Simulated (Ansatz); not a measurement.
# HgO under a change: pressure 7.5 GPa

The reference is HgO (space group P3_121, No. 152; a = 3.615 Å, c = 8.744 Å; a cell from a computed database, its experimental status unchecked; made of chains).

One thing is altered: cell and atoms relaxed at a pressure of 7.5 GPa.

Level of theory: Ansatz (a program for electronic structure) PBEsol, without spin-orbit coupling, earlier PAW set. Γ-centred 11×11×4 mesh, Fermi–Dirac width 0.05 eV.

| quantity | base | changed | shift |
|---|---|---|---|
| volume per atom | 16.49 Å³ | 14.43 Å³ | -2.06 Å³ |
| density | 10.90 g/cm³ | 12.46 g/cm³ | +1.56 g/cm³ |
| lattice parameter a | 361.5 pm | 343.3 pm | -18.2 pm |
| c/a ratio | 2.419 | 2.471 | +0.052 |
| shortest interatomic distance | 202.8 pm | 205.3 pm | +2.5 pm |
| enthalpy H = E + PV relative to the base's energy | – | +0.71 eV/atom | – |
| band gap (an upper bound: an edge found on the path is not a true extremum; the changed cell) | 1.44 eV | 1.00 eV | -0.44 eV |

Final structure:

```xyz
6
Lattice="3.4329 0.0000 0.0000 -1.7164 2.9729 0.0000 0.0000 0.0000 8.4829" Properties=species:S:1:pos:R:3 pbc="T T T"
Hg     0.4641     0.8038     4.2415
Hg     2.5047     0.0000     7.0691
Hg    -1.2524     2.1692     1.4138
O      0.8580     1.4861     0.0000
O      1.7168     0.0000     2.8276
O     -0.8584     1.4868     5.6553
```

Spin-orbit coupling, missing from the scalar runs, can matter with Hg. Load acts through the strain it causes; cell and atoms are relaxed under it. Stability against distortions was not tested. No other phases were tried under pressure. No dispersion term is included in the PBEsol runs.
